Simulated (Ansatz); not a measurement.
The starting structures come from a database of crystals and need not be the phases stable at ambient conditions.

 Where the default PAW files enter, the runs use the earlier of Ansatz's two default sets.

Given:

```
CELL_PARAMETERS angstrom
      5.26859     0.00000     0.00000
      0.00000     5.26859     0.00000
      2.63429    -2.63429     5.29582
ATOMIC_POSITIONS crystal
  Zn 0.00000 0.00000 0.00000
  Cu 0.75000 0.75000 0.50000
  Cu 0.25000 0.25000 0.50000
  Ge 0.50000 0.50000 0.00000
  S  0.12988 0.87012 0.25470
  S  0.87012 0.61542 0.74530
  S  0.61542 0.38458 0.25470
  S  0.38458 0.12988 0.74530
```

Space group of this cell: I-42m. The cell is taken as given; by PBEsol its mean pressure is -0.8 GPa.

Method: PBEsol (plane waves, PAW; Ansatz, a quantum-chemistry and plane-wave program).

The current runs along the normal of the first two printed vectors; no spin-orbit coupling. Scaled by the factor s: the length along the current (ions clamped). Meshes 6×6×6 and 6×6 across the current in all rows.

```
s     mean pressure (GPa)  band gap (eV)
----  -------------------  -------------
0.97                  1.9              ?
1.00                 -0.8           0.42
1.03                 -3.1           0.29
```

Question: Take the slope of the band gap against ln s from the two given rows, extrapolate to s = 0.97, and say what the run there gives.

Answer: Slope = (0.29 − 0.42) / ln 1.03 = -4.40 eV. The line gives 0.42 + (-4.40) × ln 0.97 = 0.55 eV. The run gives 0.54 eV, 0.01 eV under the line, 10 % of the predicted step.
